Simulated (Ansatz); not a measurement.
A self-consistent single point of Cd₃Pt (I4mm, 4 atoms in the cell) with Ansatz (a program for electronic structure).

Method: LDA (PW92), default PAW files made with PBE (plane waves; Ansatz).

```xyz
4
Lattice="-2.0864 2.0864 4.3373 2.0864 -2.0864 4.3373 2.0864 2.0864 -4.3373" Properties=species:S:1:pos:R:3 pbc="T T T"
Cd     0.0000     2.0864     2.1686
Cd     2.0864     0.0000     2.1686
Cd     0.0000     0.0000     4.3873
Pt     0.0000     0.0000     0.0000
```

Reference input (self-consistent single point, DFT, LDA (PW92), plane waves, default PAW files made with PBE): basis.ecutwfc = 30.9 Ry; kpoints.mp_grid.grid = 11 11 11; hamiltonian.xc = lda; hamiltonian.pseudopotentials = {kind: paw} (the program's default PAW files); scf.occupations.method = fermi_dirac; scf.occupations.width = 0.0073 Ry. This run's input differs from it in these lines:

Ansatz 0.2 input:
```diff
@@ -14,3 +14,3 @@
   mp_grid:
-    grid: [11, 11, 11]
+    grid: [6, 6, 6]
 hamiltonian:
```

Output, abridged:

```
SCF iter   1: F=—  HF=-36599.450777 eV  |F-HF|=—  |Δ(HF+E_count)|=         —  Δρ=1.16e-2  dr2=1.12e-1  ethr=1.77e-3  ⟨swp⟩=6.3  Hψ=4812  notcnv=0  defer=10
all-band conjugate gradients solve this SCF's bands
preconditioner: auto → Kerker (q_TF=auto, 2.743 Å⁻¹)
SCF iter   2: F=—  HF=-36599.426439 eV  |F-HF|=—  |Δ(HF+E_count)|=   2.43e-2  Δρ=3.99e-3  dr2=8.89e-3  ethr=1.43e-4  ⟨swp⟩=2.8  Hψ=2319  notcnv=0  defer=14
   [... lines left out ...]
SCF iter   5: F=—  HF=-36599.424098 eV  |F-HF|=—  |Δ(HF+E_count)|=   3.05e-5  Δρ=1.32e-4  dr2=2.78e-5  ethr=1.57e-7  ⟨swp⟩=2.2  Hψ=2210  notcnv=0  defer=14
SCF iter   6: F=—  HF=-36599.424139 eV  |F-HF|=—  |Δ(HF+E_count)|=   4.12e-5  Δρ=3.85e-5  dr2=1.01e-6  ethr=3.57e-8  ⟨swp⟩=2.1  Hψ=1941  notcnv=0  defer=14
SCF iter   7: F=—  HF=-36599.424139 eV  |F-HF|=—  |Δ(HF+E_count)|=   2.58e-7  Δρ=9.69e-6  dr2=1.02e-7  ethr=1.28e-10  ⟨swp⟩=8.5  Hψ=5958  notcnv=0
SCF iter   8: F=-36599.424139 eV  HF=-36599.424139 eV  |F-HF|=7.07e-9  |Δ(HF+E_count)|=   2.68e-8  Δρ=2.82e-6  dr2=9.42e-9  ethr=1.28e-10  ⟨swp⟩=4.0  Hψ=3979  notcnv=0
SCF 1 converged in 8 iterations: F = -36599.424139 eV  dr2 = 9.42e-9
Free energy (F): -36599.424139 eV
Internal energy: -36599.389417 eV  (E = F + TS)
E sigma→0 (E₀):  -36599.406778 eV
Entropy (-TS):   -0.034722 eV (-8.680 meV/atom)
Fermi energy:    16.628869 eV
--- Forces (eV/Å), atoms counted from 1 ---
  atom   1  Cd     0.00000000    -0.00000000     0.11714796
  atom   2  Cd    -0.00000000     0.00000000     0.11714796
  atom   3  Cd    -0.00000000     0.00000000    -0.19862126
  atom   4  Pt     0.00000000     0.00000000    -0.03567126
--- Stress (GPa, compression-positive) ---
       -8.652423       0.000000       0.000000
        0.000000      -8.652423      -0.000000
        0.000000       0.000000      -8.809271
  P = ⅓ Tr σ = -8.7047 GPa (-87.047 kbar)
  The stress holds the Pulay correction. Without it, at fixed plane waves, as pw.x and ABINIT print it: P = -8.7362 GPa
```

The run converged in 8 iterations. Against the reference run the free energy drops by 5.4 meV/atom, the pressure hardly changes (-8.69 to -8.70 GPa) and the largest force moves little (0.197 to 0.199 eV/Å).

The starting cell comes from a database of computed structures (which also holds hypothetical and non-ambient phases and stackings), without a prior relaxation at this level. Its lattice was rescaled by up to half a per cent. One atom was moved a little off its site on purpose. Spin polarisation is off. With a pressure of about -9 GPa the cell is away from its equilibrium volume at this level. Ansatz's pressure includes its estimate of the finite-basis (Pulay) stress.
